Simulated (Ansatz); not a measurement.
System: rock-salt NaH. Method: r²SCAN-D4 in Ansatz (PAW).

Numerical settings: plane-wave cutoff 560 eV, 12×12×12 k mesh, Fermi–Dirac smearing 0.01 eV, scalar-relativistic PAW data made under PBE.

Pressure at four volumes; x = ln(V/13.658 Å³). One pressure is withheld.

```
V (Å³/atom)        x  P (GPa)
-----------  -------  -------
12.838       -0.0619        ?
13.111       -0.0409    1.078
13.658        0.0000   -0.007
14.477        0.0582   -1.286
```

**Question.** Pass a parabola P(x) through the three rows shown, estimate the bulk modulus and its pressure derivative near zero pressure, and predict the withheld pressure.

**Answer.** Slopes between the rows: (-0.007 − (1.078))/(0.0000 − (-0.0409)) = -26.53 and (-1.286 − (-0.007))/(0.0582 − (0.0000)) = -21.98 GPa. Their difference over the span 0.0991 is c = 4.55/0.0991 = 45.9 GPa, so P(x) = 1.078 + (-26.53)(x − (-0.0409)) + 45.9 (x − (-0.0409))(x − (0.0000)). At the middle row B = −dP/dx = −[-26.53 + 45.9 × 0.0409] = 24.7 GPa, and B′ = dB/dP = 2c/B = 3.7. At x = -0.0619 the parabola gives 1.695 GPa; the run gives 1.703 GPa. The Birch–Murnaghan fit to the energies at all volumes has B0 = 24.6 GPa and B′ = 3.8.

Measured, for comparison: bulk modulus 19.4 ± 2 GPa (room temperature, not corrected to a static lattice; as tabulated in High-pressure studies of NaH to 54 GPa). Computed (rounded) less measured: bulk modulus +27 % (against room or unstated temperature, where such soft solids are markedly softer).

Ansatz is an electronic-structure program.
